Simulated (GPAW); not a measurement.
**A self-consistent single point of Mg3CdO4 (Pm-3m, 8 atoms in the cell) with GPAW**

Level of theory: PBEsol, GPAW PAW datasets PBEsol (made by gpaw-setup) (plane waves; GPAW 25.7.0).

This input was run:

```python
from ase import Atoms
from ase.units import GPa
from gpaw import GPAW

atoms = Atoms(['Mg', 'Mg', 'Mg', 'Cd', 'O', 'O', 'O', 'O'],
              cell=[[4.446640, 0.000000, 0.000000],
                    [0.000000, 4.446640, 0.000000],
                    [0.000000, 0.000000, 4.446640]],
              scaled_positions=[[0.000000, 0.500000, 0.500000],
                                [0.500000, 0.000000, 0.500000],
                                [0.500000, 0.500000, 0.000000],
                                [0.000000, 0.000000, 0.000000],
                                [0.500000, 0.000000, 0.000000],
                                [0.000000, 0.500000, 0.000000],
                                [0.000000, 0.000000, 0.500000],
                                [0.500000, 0.500000, 0.500000]],
              pbc=True)

calc = GPAW(mode={'name': 'pw', 'ecut': 900},
            xc='PBEsol',
            kpts={'size': (6, 6, 6), 'gamma': True},
            occupations={'name': 'fermi-dirac', 'width': 0.0},
            nbands=-4,
            convergence={'forces': 0.001, 'bands': -2},
            symmetry={'symmorphic': False, 'tolerance': 0.0005},
            maxiter=120,
            txt='-')

atoms.calc = calc

energy = atoms.get_potential_energy()
print('Energy (eV):', round(energy, 6))
forces = atoms.get_forces()
print('Forces (eV/Ang):')
print(forces.round(5))
stress = atoms.get_stress()
print('Stress (GPa, Voigt):', (stress / GPa).round(4))
```

The program printed (abridged):

```
Input parameters:
  convergence: {bands: -2,
                forces: 0.001}
  kpts: {gamma: True,
         size: (6, 6, 6)}
  maxiter: 120
  mode: {ecut: 900,
         name: pw}
  nbands: -4
  occupations: {name: fermi-dirac,
                width: 0.0}
  symmetry: {symmorphic: False,
             tolerance: 0.0005}
  xc: PBEsol

species:
  Mg:
    name: Magnesium
    Z: 12.0
    valence: 10
    core: 2
    charge: 0.0
    file: Mg.PBEsol.gz

    # Using partial waves for Mg as LCAO basis

  Cd:
    name: Cadmium
    Z: 48.0
    valence: 12
    core: 36
    charge: 0.0
    file: Cd.PBEsol.gz

    # Using partial waves for Cd as LCAO basis

  O:
    name: Oxygen
    Z: 8.0
    valence: 6
    core: 2
    charge: 0.0
    file: O.PBEsol.gz

    # Using partial waves for O as LCAO basis

Reference energy: -176551.234090  # eV

Spin-paired calculation

Convergence criteria:
 Maximum [total energy] change in last 3 cyles: 0.0005 eV / valence electron
 Maximum integral of absolute [dens]ity change: 0.0001 electrons / valence electron
 Maximum integral of absolute [eigenst]ate change: 4e-08 eV^2 / valence electron
 Maximum change in the atomic [forces] across last 2 cycles: 0.001 eV/Ang OR
Maximum error relative to the maximum force is below inf
 Maximum number of scf [iter]ations: 120

Symmetries present (total): 48
Symmetries with fractional translations: 0
216 k-points: 6 x 6 x 6 Monkhorst-Pack grid + [1/12,1/12,1/12]
20 k-points in the irreducible part of the Brillouin zone
       k-points in crystal coordinates                weights
   0:     0.00000000    0.00000000    0.00000000          1/216
   1:     0.16666667    0.00000000    0.00000000          6/216
   2:     0.16666667    0.16666667    0.00000000         12/216
   [... 7 lines left out ...]
          ...
  19:     0.50000000    0.50000000    0.50000000          1/216

Wave functions: Plane wave expansion
  Cutoff energy: 900.000 eV
  Number of coefficients (min, max): 5354, 5449
  Pulay-stress correction: 0.000000 eV/Ang^3 (de/decut=0.000000)

Occupation numbers: # Zero width

Eigensolver

Densities:
  Coarse grid: 32*32*32 grid
  Fine grid: 64*64*64 grid
  Total Charge: 0.000000

Density mixing:
  Method: separate
  Backend: pulay
  Linear mixing parameter: 0.05
  old densities: 5
  Damping of long wavelength oscillations: 50

Hamiltonian:
  XC and Coulomb potentials evaluated on a 64*64*64 grid
  External potential:
    NoExternalPotential

XC parameters: PBEsol with 2 nearest neighbor stencil

Number of atoms: 8
Number of atomic orbitals: 49
Number of bands in calculation: 37
Number of valence electrons: 66
Bands to converge: 35

Density initialized from atomic densities
  37 bands from LCAO basis set

Atomic positions and initial magnetic moments

Positions:
   0 Mg     0.000000    2.223320    2.223320    ( 0.0000,  0.0000,  0.0000)
   1 Mg     2.223320    0.000000    2.223320    ( 0.0000,  0.0000,  0.0000)
   2 Mg     2.223320    2.223320    0.000000    ( 0.0000,  0.0000,  0.0000)
   3 Cd     0.000000    0.000000    0.000000    ( 0.0000,  0.0000,  0.0000)
   4 O      2.223320    0.000000    0.000000    ( 0.0000,  0.0000,  0.0000)
   5 O      0.000000    2.223320    0.000000    ( 0.0000,  0.0000,  0.0000)
   6 O      0.000000    0.000000    2.223320    ( 0.0000,  0.0000,  0.0000)
   7 O      2.223320    2.223320    2.223320    ( 0.0000,  0.0000,  0.0000)

Unit cell:
           periodic     x           y           z      points  spacing
  1. axis:    yes    4.446640    0.000000    0.000000    32     0.1390
  2. axis:    yes    0.000000    4.446640    0.000000    32     0.1390
  3. axis:    yes    0.000000    0.000000    4.446640    32     0.1390

  Lengths:   4.446640   4.446640   4.446640
  Angles:   90.000000  90.000000  90.000000

Effective grid spacing dv^(1/3) = 0.1390

     iter     time        total  log10-change:
                         energy   eigst   dens  force
iter:   1 --:--:--   -51.763146   +0.34
iter:   2 --:--:--   -50.289639   -0.46  -1.01
iter:   3 --:--:--   -46.657582   -0.00  -1.08
iter:   4 --:--:--   -48.109469   +0.12  -1.34
iter:   5 --:--:--   -46.372603   -0.92  -1.40
iter:   6 --:--:--   -46.387129   -2.17  -1.86
iter:   7 --:--:--   -46.409183   -2.46  -2.46
iter:   8 --:--:--   -46.385257c  -3.04  -2.23
iter:   9 --:--:--   -46.379341c  -2.72  -2.51
iter:  10 --:--:--   -46.381456c  -3.40  -2.99
iter:  11 --:--:--   -46.379078c  -3.55  -2.80
iter:  12 --:--:--   -46.379103c  -4.45  -3.60
iter:  13 --:--:--   -46.379077c  -5.55  -3.71
iter:  14 --:--:--   -46.379077c  -4.66  -3.73
iter:  15 --:--:--   -46.379034c  -5.05  -3.59
iter:  16 --:--:--   -46.379031c  -6.33  -4.27c
iter:  17 --:--:--   -46.379028c  -6.30  -4.37c
iter:  18 --:--:--   -46.379031c  -5.97  -4.48c
iter:  19 --:--:--   -46.379025c  -6.45  -4.14c
iter:  20 --:--:--   -46.379026c  -6.01  -4.47c
iter:  21 --:--:--   -46.379025c  -6.34  -4.38c
iter:  22 --:--:--   -46.379025c  -6.49  -4.61c
iter:  23 --:--:--   -46.379024c  -7.42c -4.56c
iter:  24 --:--:--   -46.379024c  -7.76c -5.13c -28.72c

Converged after 24 iterations.

Dipole moment: (-0.000000, -0.000000, -0.000000) |e|*Ang

Energy contributions relative to reference atoms: (reference = -176551.234090)

Kinetic:        +52.239906
Potential:      -47.096577
External:        +0.000000
XC:             -52.257980
Entropy (-ST):   +0.000000
Local:           +0.735627
SIC:             +0.000000
--------------------------
Free energy:    -46.379024
Extrapolated:   -46.379024

Showing only first 2 kpts
 Kpt  Band  Eigenvalues  Occupancy
  0    31      4.21641    2.00000
  0    32      4.21641    2.00000
  0    33      6.99729    0.00000
  0    34     11.21176    0.00000

  1    31      4.15175    2.00000
  1    32      4.15175    2.00000
  1    33      7.72729    0.00000
  1    34     11.51804    0.00000

Fermi level: 6.52299

Gap: 0.949 eV
Transition (v -> c):
  (s=0, k=19, n=32, [0.50, 0.50, 0.50]) -> (s=0, k=0, n=33, [0.00, 0.00, 0.00])
Direct/indirect transitions are different
Direct gap: 2.781 eV
Transition at: (s=0, k=0, n=32, [0.00, 0.00, 0.00])
Energy (eV): -46.379024

Forces in eV/Ang:
  0 Mg    0.00000   -0.00000   -0.00000
  1 Mg   -0.00000    0.00000    0.00000
  2 Mg    0.00000    0.00000    0.00000
  3 Cd   -0.00000   -0.00000   -0.00000
  4 O    -0.00000    0.00000    0.00000
  5 O     0.00000    0.00000    0.00000
  6 O     0.00000    0.00000   -0.00000
  7 O     0.00000   -0.00000    0.00000

Stress tensor:
     0.031899     0.000000     0.000000
     0.000000     0.031899     0.000000
     0.000000     0.000000     0.031899
Stress (GPa, Voigt): [5.1107 5.1107 5.1107 0.     0.     0.    ]
```

The run converged in 24 iterations. GPAW prints stress with tension positive.

At such cutoffs GPAW's stress carries a finite-basis (Pulay) error, which enters relaxed cells too; its log prints stress with tension positive.

The starting cell comes from a database of computed structures (which also holds hypothetical and non-ambient phases and stackings), without a prior relaxation at this level.

Cost on one core of a shared machine: roughly 80 s.
